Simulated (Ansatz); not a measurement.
Results of PBEsol (PAW; Ansatz, a program for electronic structure) for LaRu₂ (Fd-3m, No. 227).

Numerical settings: plane-wave cutoff 520 eV, 12×12×12 k mesh, Fermi–Dirac smearing 0.05 eV, no spin polarisation, scalar-relativistic PAW data made under PBE.

Computed at the level's own relaxed cell.

Task: Give the computed lattice parameter a and bulk modulus B0.

Result: 
lattice parameter a: 7.601 Å
bulk modulus B0: 161 GPa

The run finds no gap.

Note: the relaxation could not lower the start's symmetry, so the cell can be a saddle point above a distorted one; the bulk modulus is −V dP/dV from two relaxed cells at ±2 % in volume.

Spin–orbit coupling is not included.

Static lattice: no zero-point or thermal effects.

The result took around 2.9 core-minutes (rough).
